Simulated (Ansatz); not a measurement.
The reference is TiAl3 (space group I4/mmm, No. 139).

```
CELL_PARAMETERS angstrom
     -1.92281     1.92281     4.30969
      1.92281    -1.92281     4.30969
      1.92281     1.92281    -4.30969
ATOMIC_POSITIONS crystal
  Al 0.50000 0.50000 0.00000
  Al 0.75000 0.25000 0.50000
  Al 0.25000 0.75000 0.50000
  Ti 0.00000 0.00000 0.00000
```

Computed with Ansatz (a program for electronic structure), PBE, PAW, cutoff 420 eV, no SOC, earlier PAW set.

Before the change:

The lattice parameter a is 3.846 Å. The c/a ratio is 2.241.

The change: cell and atoms relaxed at a pressure of 15 GPa.

### Question
Predict the new lattice parameter a and c/a ratio.

### Answer
The lattice parameter a decreases by 0.139 Å to 3.707 Å; the c/a ratio shrinks by 0.006 to 2.235.

Load acts through the strain it causes; cell and atoms are relaxed under it. Stability against distortions was not tested. No other phases were tried under pressure. The final runs are not spin-polarised.
